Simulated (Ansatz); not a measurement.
Consider Ge in the diamond structure (space group Fd-3m, No. 227; a = 5.762 Å).

(Cell as relaxed with PBE.)

Levels (all Ansatz, a quantum-chemistry and plane-wave program, PAW, earlier PAW set): PBE (420 eV, without spin-orbit coupling); PBEsol (420 eV, no spin-orbit coupling).

Each level relaxes its own structure.

| base | PBE | PBEsol |
|---|---|---|
| volume per atom | 23.92 Å³ | 22.86 Å³ |
| lattice parameter a | 5.762 Å | 5.676 Å |
| band gap | zero | zero |

Modification: hydrostatic tension (pressure −1 GPa).

```tsv
quantity	PBE	PBEsol
lattice parameter a	5.796 Å	5.705 Å
band gap	zero	zero
```

PBE's lattice parameter a lies 0.091 Å above PBEsol's (1.6 %); the two agree on the band gap. Neither level is exact; PBEsol is the comparison here, not a measurement.

Load acts through the strain it causes; cell and atoms are relaxed under it. Whether these cells are dynamically stable was not tested. The zero or small gap of Ge can change with the level of theory.
